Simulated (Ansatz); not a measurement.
## Pressure series in GaN

Consider GaN in the wurtzite structure (space group P6_3mc, No. 186; a = 3.183 Å, c = 5.184 Å).

Cell and atoms are relaxed at each pressure.

Method: r2SCAN (Ansatz, an electronic-structure program, PAW, without spin-orbit coupling).

Candidates:
(a) pressure 15 GPa
(b) pressure 3 GPa
(c) pressure 7 GPa
(d) pressure 100 GPa
(e) pressure 75 GPa

Base values:

```
Property   Result
--------  -------
Band gap  2.35 eV
```

Question: Order them by band gap, lowest first.

Answer: (b) pressure 3 GPa (2.45 eV), (c) pressure 7 GPa (2.58 eV), (a) pressure 15 GPa (2.81 eV), (e) pressure 75 GPa (3.94 eV), (d) pressure 100 GPa (4.25 eV)

Load acts through the strain it causes; cell and atoms are relaxed under it. Stability against distortions was not tested. Measured, GaN leaves this structure (for rock salt) near 47 GPa (temperature not stated; as listed in Datta, Sujoy, Jana, Debnarayan, arXiv (2020)), on rising pressure, with hysteresis.
